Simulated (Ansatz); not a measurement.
## Cohesive energy of NbRu (Cmmm, No. 65, 2 atoms in the cell; start mp-1220325) at several levels of theory

No measured value is used here.

```
level (code)     value (eV/atom)  cell (Å³/atom)
---------------  ---------------  --------------
LDA (Ansatz)                8.70           15.13
PBEsol (Ansatz)             7.80           15.43
r²SCAN (Ansatz)             6.46           15.76
```

Free atoms are spin-polarised, in the lowest state found; at levels without +SOC their spin–orbit coupling is left out.  LDA, PBEsol, r²SCAN: the run has no spin polarisation, so it can have missed a magnetic state. LDA, PBEsol, r²SCAN: the relaxation could not lower the start's symmetry, so the cell can be a saddle point above a distorted one. PBEsol: the free atom's electronic state is in doubt. Each level is taken at its own relaxed cell. Cutoffs differ between the levels. Ansatz's density-functional and Hartree–Fock values are scalar-relativistic unless marked +SOC, with PAW data made under PBE.

A start named mp-… is a Materials Project structure, which need not be a measured phase.

Ansatz is a program for electronic structure.
